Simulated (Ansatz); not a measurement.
CdTe, response to strain

Start from CdTe in the zinc blende structure (space group F-43m, No. 216; a = 6.558 Å). Axes: x, y, z lie along the cube axes.

Strains are applied to the cell and any free atomic positions relax.

Calculations: Kohn–Sham DFT with the r2SCAN functional, run in Ansatz (a quantum-chemistry and plane-wave program) with PAW and 500 eV plane waves, scalar-relativistic without spin-orbit coupling.

Notes on the quantities. energy relative to the base: free energy F.

```json
[
 {"change": "base", "shortest interatomic distance": "2.840 Å", "energy relative to the base": "0 meV/atom", "band gap": "1.17 eV"},
 {"change": "tensor shear ε_xy = +1.43 %", "shortest interatomic distance": "2.834 Å", "energy relative to the base": "+1.8 meV/atom", "band gap": "1.08 eV"},
 {"change": "tensor shear ε_xy = +2.00 %", "shortest interatomic distance": "2.833 Å", "energy relative to the base": "+3.5 meV/atom", "band gap": "1.05 eV"},
 {"change": "tensor shear ε_xy = +1.71 %", "shortest interatomic distance": "2.834 Å", "energy relative to the base": "+2.6 meV/atom", "band gap": "1.07 eV"},
 {"change": "tensor shear ε_xy = +0.86 %", "shortest interatomic distance": "2.836 Å", "energy relative to the base": "+0.7 meV/atom", "band gap": "1.12 eV"},
 {"change": "tensor shear ε_xy = +0.29 %", "shortest interatomic distance": "2.838 Å", "energy relative to the base": "+0.1 meV/atom", "band gap": "1.15 eV"},
 {"change": "tensor shear ε_xy = +1.14 %", "shortest interatomic distance": "2.835 Å", "energy relative to the base": "+1.1 meV/atom", "band gap": "1.10 eV"},
 {"change": "tensor shear ε_xy = +0.57 %", "shortest interatomic distance": "2.837 Å", "energy relative to the base": "+0.3 meV/atom", "band gap": "1.13 eV"}
]
```

Spin-orbit coupling, missing from the scalar runs, can matter with Te. Whether these cells are dynamically stable was not tested.
